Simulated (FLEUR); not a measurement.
A self-consistent single point of Zr4CuNi (I422, 6 atoms in the cell) with FLEUR.

Computed with PBEsol, all-electron FLAPW (FLEUR), scalar-relativistic valence.

The change in words: lattice scaled by 0.98. Reference geometry:
```xyz
6
Lattice="-3.2951 3.2951 2.6038 3.2951 -3.2951 2.6038 3.2951 3.2951 -2.6038" Properties=species:S:1:pos:R:3 pbc="T T T"
Zr     4.3574     1.0623     1.3019
Zr    -1.0623     4.3574     1.3019
Zr     2.2328    -1.0623     1.3019
Zr     1.0623     2.2328     1.3019
Cu     0.0000     0.0000     2.6038
Ni     0.0000     0.0000     0.0000
```

Reference input (self-consistent single point, DFT, PBEsol, all-electron FLAPW (FLEUR), scalar-relativistic valence): Kmax = 4.5 1/bohr; GmaxXC = 18 1/bohr; xcFunctional = PBEs; jspins = 1; l_soc = F; mode = gauss; fermiSmearingEnergy = 0.00499791 Htr; mesh (inpgen div1-3) = 5 5 5; inpgen gamma flag = false; Gmax = 18 1/bohr; numbands = 0; maxIterBroyd = 40. This run's input differs from it in these lines:

```diff
@@ -3,6 +3,6 @@
 &input film=f /
--0.6172795189 0.6172795189 0.4877827295
-0.6172795189 -0.6172795189 0.4877827295
-0.6172795189 0.6172795189 -0.4877827295
-10.0875935601
+-0.6172795383 0.6172795383 0.4877826804
+0.6172795383 -0.6172795383 0.4877826804
+0.6172795383 0.6172795383 -0.4877826804
+9.8858422966
 1.0 1.0 1.0
@@ -48,5 +48,5 @@
          <bravaisMatrix>
-            <row-1>   -6.2268648996372660     6.2268648996372660     4.9205539208322007</row-1>
-            <row-2>    6.2268648996372660    -6.2268648996372660     4.9205539208322007</row-2>
-            <row-3>    6.2268648996372660     6.2268648996372660    -4.9205539208322007</row-3>
+            <row-1>   -6.1023281685518604     6.1023281685518604     4.8221426534472398</row-1>
+            <row-2>    6.1023281685518604    -6.1023281685518604     4.8221426534472398</row-2>
+            <row-3>    6.1023281685518604     6.1023281685518604    -4.8221426534472398</row-3>
          </bravaisMatrix>
```

The program printed (abridged):

```
 Iteration:     1   Distance:      60.91595644 me/bohr^3
 Iteration:     2   Distance:       7.92688145 me/bohr^3
 Iteration:     3   Distance:       6.05798050 me/bohr^3
 Iteration:     4   Distance:       5.88285439 me/bohr^3
 Iteration:     5   Distance:       6.11685347 me/bohr^3
   [... 13 lines left out ...]
 Iteration:    19   Distance:       0.00006218 me/bohr^3
 Iteration:    20   Distance:       0.00004425 me/bohr^3
 Iteration:    21   Distance:       0.00003492 me/bohr^3
 Iteration:    22   Distance:       0.00000505 me/bohr^3
 Reset of history
 Run finished successfully
 Stop message:
   Structural relaxation: new displacements generated

[file out, last iteration]
             iter=     23
[...]
          total density-effective poten   -2.8401770588E+04
          total charge density-energy d   -5.7783834989E+02
 Updated energy parameters for spin:           1
[...]
 fermi energy and band-weighting factors:
   [... 5 lines left out ...]

[...]
FERMIE:
          first approx. to ef    (T=0)  :   0.444238 htr   (energy of the highest occ. eigenvalue)
          number of occ. states  (T=0)  :        678
          first approx. to seigv (T=0)  : -21.513750 htr
          sum of weights of occ. states :  37.504000
          sum of semicore charge        :   0.000000 e
          fermi energy=   0.44541 har   work function= -12.12011 ev
   [... lines left out ...]
          total moment                 =     0.00000
 Direct bandgap for spin            1 :    6.1627409169044411E-003  Htr
 ---->    free energy=                    -17562.0611587662 htr
   [... lines left out ...]
 TOTAL FORCE FOR ATOM TYPE=  1  X= -4.135   Y=  1.967   Z=  2.411
                       FX_TOT=-0.000464 FY_TOT=-0.000464 FZ_TOT= 0.000000
 TOTAL FORCE FOR ATOM TYPE=  2  X=  0.000   Y=  0.000   Z=  4.822
                       FX_TOT= 0.000000 FY_TOT= 0.000000 FZ_TOT= 0.000000
 TOTAL FORCE FOR ATOM TYPE=  3  X=  0.000   Y=  0.000   Z=  0.000
                       FX_TOT= 0.000000 FY_TOT= 0.000000 FZ_TOT= 0.000000
```

The run converged in 22 iterations. FLEUR gives forces in its relaxation mode, with a further iteration, so its stop message speaks of a relaxation. Against the reference run the total energy drops by 10.5 meV/atom and the largest force goes from 0.041 to 0.034 eV/Å.

The starting cell comes from a database of computed structures (which also holds hypothetical and non-ambient phases and stackings), without a prior relaxation at this level. For this run, on top of that: lattice scaled by 0.98. Spin polarisation is off. Values depend on the basis (sphere radii, cutoffs, local orbitals), which need not be converged. The log's line on a gap gives a spacing of levels on this mesh, which the program prints for metals too.

Cost on one core of a shared machine: roughly 7 min.
